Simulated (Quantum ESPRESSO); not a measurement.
A short convergence ladder for F₂ (C2/c, 4 atoms in the cell)

```yaml
crystal:
  lattice:
    - [2.56910, -1.59194, 0.00000]
    - [2.56910, 1.59194, 0.00000]
    - [-0.56492, 0.00000, 6.63070]
  atoms:
    - { symbol: F, position: [0.59583, 0.91533, 0.59796] }
    - { symbol: F, position: [0.40417, 0.08467, 0.40204] }
    - { symbol: F, position: [0.08467, 0.40417, 0.90204] }
    - { symbol: F, position: [0.91533, 0.59583, 0.09796] }
```

Base method: LDA (PZ), GBRV 1.5 ultrasoft (LDA) pseudopotentials (plane waves; Quantum ESPRESSO 7.5).

Base settings: ecutwfc = 40 Ry; ecutrho = 200 Ry; occupations = smearing; smearing = fermi-dirac; degauss = 0.000734986 Ry; potentials = {F: f_lda_v1.4.uspp.F.UPF}; K_POINTS = automatic 7 7 2 0 0 0; conv_thr = 1e-09 Ry.

Core times come from one kind of shared machine, to one figure; runs under 30 s give none.

**Zone-centre phonons against the cutoff**

In this ladder: occupations = fixed; smearing = default; degauss = default; nbnd = 22; ph.x.tr2_ph = 1e-14; ph.x.fildyn = dyn.G; ph.x.epsil = true; dynmat.x.fildyn = dyn.G; dynmat.x.asr = simple. Moved along: ecutrho.

The mesh stays at the base's, so the ladder's end is converged at best in this setting alone.

Frequencies are those of the unrelaxed cell, without the LO-TO term of polar crystals.

Only quantities that move along the ladder and can be compared are tabulated.

```csv
ecutwfc,highest zone-centre frequency (cm⁻¹),lowest optical frequency (cm⁻¹),mean ε∞,core time / last (rough)
20 Ry,1133.3,-5.9,2.068,0.3
28 Ry,978.6,29.5,2.138,0.5
34 Ry,941.9,10.8,2.141,0.9
40 Ry,942.2,11.8,2.141,1
```

Coarsest ecutwfc that holds the mean ε∞ within 0.01 of the last step, with all finer ones: 28 Ry; the step before is off by 0.073.

Coarsest ecutwfc that holds the lowest optical frequency within 5 cm⁻¹ of the last step, with all finer ones: 34 Ry; the step before is off by 18 cm⁻¹.

Coarsest ecutwfc that holds the highest zone-centre frequency within 5 cm⁻¹ of the last step, with all finer ones: 34 Ry; the step before is off by 36 cm⁻¹.

On the base run: the starting cell comes from a database of computed structures (which also holds hypothetical and non-ambient phases and stackings), without a prior relaxation at this level. Its lattice was rescaled by up to half a per cent. In the base run, with a pressure of about -4 GPa the cell is away from its equilibrium volume at this level.
